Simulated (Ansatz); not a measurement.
System: cubic perovskite KMgF3. Method: r²SCAN (Ansatz, an electronic-structure program, plane waves, PAW).

Run with plane-wave cutoff 560 eV, 8×8×8 k mesh, Fermi–Dirac smearing 0.01 eV, scalar-relativistic PAW data made under PBE.

Computed points:

```json
[
 {"V (Å³/atom)": "11.859", "E − E_lowest (meV/atom)": "12.40"},
 {"V (Å³/atom)": "12.111", "E − E_lowest (meV/atom)": "5.30"},
 {"V (Å³/atom)": "12.363", "E − E_lowest (meV/atom)": "1.28"},
 {"V (Å³/atom)": "12.616", "E − E_lowest (meV/atom)": "0.00"},
 {"V (Å³/atom)": "12.868", "E − E_lowest (meV/atom)": "1.19"},
 {"V (Å³/atom)": "13.120", "E − E_lowest (meV/atom)": "4.58"},
 {"V (Å³/atom)": "13.372", "E − E_lowest (meV/atom)": "9.94"}
]
```

Question: What bulk modulus B0 and pressure derivative B′ does a third-order Birch–Murnaghan fit give?

Answer: V0 = 12.615 Å³/atom, B0 = 78.1 GPa, B′ = 4.5 (fit to the energies at full precision).

Measured, for comparison: bulk modulus 75.1 GPa (room temperature, not corrected to a static lattice, our sources range from 71.2 to 75.1; as tabulated in Vaitheeswaran et al. (2007), arXiv:cond-mat/0703621); equilibrium volume per atom 12.70 Å³/atom (room temperature, not corrected to a static lattice; as tabulated in Vaitheeswaran et al. (2007), arXiv:cond-mat/0703621). Computed (rounded) less measured: bulk modulus +4 % (+4 % to +10 % over the range), equilibrium volume per atom -0.6 %. A static lattice is as a rule a little smaller and stiffer than an uncorrected measurement, which narrows the difference in the bulk modulus, equilibrium volume per atom and would widen misses of the other sign.

Static lattice: no zero-point or thermal effects.
